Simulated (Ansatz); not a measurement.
Band structure of Co (P6_3/mmc, 2 atoms in the cell).

```xyz
2
Lattice="1.2550 -2.1737 0.0000 1.2550 2.1737 0.0000 0.0000 0.0000 4.0700" Properties=species:S:1:pos:R:3 pbc="T T T"
Co     1.2550     0.7246     1.0175
Co     1.2550    -0.7246     3.0525
```
Moments meant for the start (each program seeds them in its own way; μB, in the order of the atoms Co Co): 2.0 2.0.

Computed with PBE (plane waves, PAW; Ansatz, a program for electronic structure).

Settings: kpoints.mp_grid.grid = 13 13 7; hamiltonian.xc = pbe; hamiltonian.pseudopotentials = {kind: paw} (the program's default PAW files); magnetization.spin_polarized = true; scf.occupations.method = fermi_dirac; scf.occupations.width = 0.136 eV; kpoints.band_path.npoints = 8.

The starting cell has typed, rounded lattice constants, without a prior relaxation at this level. The magnetic order is the one reached from the typed start; others were not searched systematically.

Levels in eV from the Fermi level, bands 16 to 22 of the first spin channel:
```csv
point,16,17,18,19,20,21,22
Γ,-1.93,-1.93,-0.87,-0.87,-0.21,6.05,21.60
M,-0.73,-0.66,-0.58,1.20,3.15,9.37,9.98
K,-0.96,-0.96,-0.87,4.33,5.08,5.08,11.98
A,-2.64,-1.17,-1.17,-1.17,-1.17,14.54,14.54
L,-1.09,-0.64,-0.64,1.47,1.47,6.98,6.98
H,-1.90,-0.81,-0.81,5.51,5.51,7.09,7.09
```

Bands cross the Fermi level along this path, so the cell is metallic at this level.

The net moment of the cell came out as 3.23 μB.

Keys are those of Ansatz 0.2.
